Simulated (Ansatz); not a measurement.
**A constructed model of the (111) surface of fcc Ni, ferromagnetic, (√3x√3)R30° layer of Ga, one a cell, on the site that continues the host's stacking (bottom of the slab: a bare face, its two planes held)**

The numbers are results of PBE (plane waves to 420 eV, PAW; Ansatz, a program for electronic structure), not measurements.

Set-up: 19 atoms, 12.3 Å thick at the start; mesh 10x10x1; 0.1 eV smearing; dipole correction on; 6 atoms held, the rest relaxed; symmetry of the start imposed; spin-polarised, ending with about 10.8 μB a cell; orders that need a larger cell were not tried, no spin-orbit, no U. It is one candidate, not shown to be the stable structure of the face.

The work function of the top face comes out as 4.30 eV. The energy released by relaxation is 0.087 eV, the magnetic moment of the cell is 10.81 μB and the cost is about 17 core-minutes (a rough figure).
